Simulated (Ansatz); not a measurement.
Ansatz (a quantum-chemistry and plane-wave program), DFT, PBE0, plane waves, its default PAW files: fluorite CaF2, atoms displaced (Ca32F64), 96 atoms. Basis and mesh were picked for this test and aren't claimed converged.

Ansatz 0.2 input:
```yaml
crystal:
  lattice:
    - [10.926, 0.0, 0.0]
    - [0.0, 10.926, 0.0]
    - [0.0, 0.0, 10.926]
  atoms:
    - { symbol: Ca, position: [0.000563, 0.003804, 0.000814] }
    - { symbol: Ca, position: [0.001538, 0.253175, 0.251163] }
    - { symbol: Ca, position: [0.248467, 0.99859, 0.250287] }
    - { symbol: Ca, position: [0.251761, 0.251821, 0.000819] }
    - { symbol: Ca, position: [0.997459, 0.998958, 0.498803] }
    - { symbol: Ca, position: [0.999775, 0.254528, 0.753762] }
    - { symbol: Ca, position: [0.250394, 0.998832, 0.749419] }
... (86 lines of coordinates left out) ...
    - { symbol: F, position: [0.627562, 0.875501, 0.627796] }
    - { symbol: F, position: [0.876205, 0.873654, 0.626896] }
    - { symbol: F, position: [0.625743, 0.628712, 0.877244] }
kpoints:
  mp_grid: { grid: [1, 1, 1] }
hamiltonian:
  xc: pbe0
  pseudopotentials: { kind: paw }
scf:
  occupations: { method: fixed }
output:
  forces: true
```

The program reports k-points after symmetry: 1, bands at the start: 480, electrons: 768, plane waves at Γ: 25533, cutoff (eV): 420, FFT grid: 75×75×75, symmetry operations: 1.

It runs on a single node (Arm Neoverse V2, 96 cores on 1 socket, no SMT, 1 L3 cache group).

Each time is the median wall time of two to five repeats, run one at a time on the otherwise empty machine; start-up is included. Processes are pinned to neighbouring cores unless said otherwise. Build: release build for Arm (Neoverse V2), one process with threads. Other compilers and libraries give other times. Scratch files lie in a memory file system.

Started as
```bash
OMP_NUM_THREADS=88 ANSATZ_TIMINGS=1 ansatz run --backend cpu --threads 88 --max-ram 200GiB --events-out run.ndjson --runs-dir run.runs --progress --plain run.yaml
```
(88 threads, scf.exx.build = auto (default), scf.exx.ecutfock_ratio = not set) it takes 31 s and 15 SCF iterations (all cycles of the run, searches included).

How long does it take after this change: scf.exx.build = pair_densities, scf.exx.ecutfock_ratio = 4?

About 49 s (2 runs within 1 %): 1.6× as long. The largest move is in building exact exchange (ace_build): 9.2 s to 26 s. The exchange builds carry the change: 3 full builds at 3.1 s each (the build that auto chose) against 3 at 8.6 s (pair densities). Applications of H to a band go from 34940 to 34941. Change in the result: energy 0.0010 meV/atom, forces (largest component) 0.043 meV/Å.
